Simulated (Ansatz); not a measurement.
Base system: BiAu2 in the cubic Laves (MgCu2 type) structure (space group Fd-3m, No. 227; a = 7.9447 Å).

Now apply this change: a hydrostatic pressure of 3 GPa.

Levels (all Ansatz, a quantum-chemistry and plane-wave program, PAW): PBEsol (420 eV, without spin-orbit coupling); PBEsol+SOC (420 eV, spin-orbit coupling included).

The geometry is relaxed with PBEsol.

```
Property          Result
---------------  -------
PBEsol pressure  3.0 GPa
```

Q: How does going to PBEsol+SOC change the pressure?

A: The pressure drops by 0.3 GPa to 2.7 GPa.

Single points use the geometry relaxed with PBEsol. The spin-orbit shifts are approximate. Load acts through the strain it causes; cell and atoms are relaxed under it. No phonon test of stability was made.
